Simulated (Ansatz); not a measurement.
Start from Si in the diamond structure (space group Fd-3m, No. 227; a = 5.434 Å).

It is then changed as follows: Re takes the place of Si on all its sites, then cell and atoms are relaxed.

Levels (all Ansatz, an electronic-structure program, PAW): PBEsol (420 eV, spin-orbit coupling left out); PBEsol+SOC (420 eV, with spin-orbit coupling).

The geometry is relaxed with PBEsol.

| Item | Value |
|---|---|
| PBEsol pressure | 0.0 GPa |

Problem. Predict the pressure from PBEsol+SOC.

Solution. The pressure goes from zero to 0.6 GPa.

Single points use the geometry relaxed with PBEsol. Differences between runs with and without spin-orbit coupling are approximate. Whether these cells are dynamically stable was not tested. As relaxed here, Re is a hypothetical phase, not in the database extracts checked. The runs without spin-orbit coupling are not spin-polarised.
